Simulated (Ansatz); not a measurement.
## Lu: element substitutions

Consider Lu in the hcp (Mg type) structure (space group P6_3/mmc, No. 194; a = 3.504 Å, c = 5.452 Å).

Each row replaces one element on all its sites; cell and atoms are relaxed.

Level of theory: r2SCAN, PAW, 500 eV (Ansatz, a program for electronic structure; no SOC).

Candidates:
(a) Lu → Ta
(b) Lu → Y
(c) Lu → Al

Base values:

- Volume per atom = 28.99 Å³

Problem. Order them by volume per atom, lowest first.

Solution. (c) Lu → Al (16.01 Å³), (a) Lu → Ta (18.48 Å³), (b) Lu → Y (33.46 Å³)

Stability against distortions was not tested. For Ta and Al in this form, whether it has been made was not checked. All final runs are without spin polarisation. This is not the structure that Ta has at room temperature and ambient pressure. This is not the structure that Al has at room temperature and ambient pressure.
